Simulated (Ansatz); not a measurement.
Start from C in the diamond structure (space group Fd-3m, No. 227; a = 3.572 Å). Axes: x, y, z lie along the cube axes.

The values are results of Ansatz (an electronic-structure program), PBE, PAW, cutoff 420 eV, without spin-orbit coupling, earlier PAW set, not measurements.

Base values:

| Item | Value |
|---|---|
| Smallest direct gap | 5.58 eV |
| Valley order | a point along ⟨100⟩, about 1.2 Å⁻¹ from Γ 4.13 eV |

One thing is altered: uniaxial stress, 3 GPa tension along x; all other stress components relax to zero.

Task: What happens to the smallest direct gap?

Result: The smallest direct gap shrinks by 0.04 eV to 5.54 eV.

Task: What does the calculation give for the valley order after the change?

Result: The valley order (the lowest conduction-band minima on the path, energy above the VBM, named in the base's zone) becomes a point along [010], about 1.3 Å⁻¹ from Γ 4.08 eV; a point along [100], about 1.2 Å⁻¹ from Γ 4.16 eV (base: a point along ⟨100⟩, about 1.2 Å⁻¹ from Γ 4.13 eV).

Task: Estimate the effect on the mean lateral Poisson ratio.

Result: The mean lateral Poisson ratio comes out as 0.10.

Load acts through the strain it causes; cell and atoms are relaxed under it. Beyond what the load breaks, stability against distortions was not tested.
